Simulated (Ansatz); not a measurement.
The starting structures come from a database of crystals and need not be the phases stable at ambient conditions.

 Where the default PAW files enter, the runs use the earlier of Ansatz's two default sets.

By PBEsol, the system below comes out a metal.

The ballistic (Sharvin) conductance counts the channels at the Fermi level: G/A = (e²/h) × channels of both spins per area.

Here is the system:

```
TiSi
1.0
    4.99348     0.00000     0.00000
    0.00000     6.51223     0.00000
    0.00000     0.00000     3.63174
Ti Si
4 4
Cartesian
  3.13700   2.11205   0.90794
  1.85648   4.40018   2.72381
  0.64026   1.14407   2.72381
  4.35322   5.36816   0.90794
  0.72206   2.97003   0.90794
  4.27142   3.54220   2.72381
  3.21880   0.28608   2.72381
  1.77468   6.22615   0.90794
```

Space group of this cell: Pnma. The cell is taken as given; by PBEsol its mean pressure is -2.6 GPa.

The current flows along the normal of the first two printed cell vectors. No spin-orbit coupling; the value is a mean over 0.1 eV about the Fermi level.

Compute, with PBEsol (Ansatz, a quantum-chemistry and plane-wave program), the ballistic conductance per area.

0.25 × 10¹⁵ S/m² for both spins.
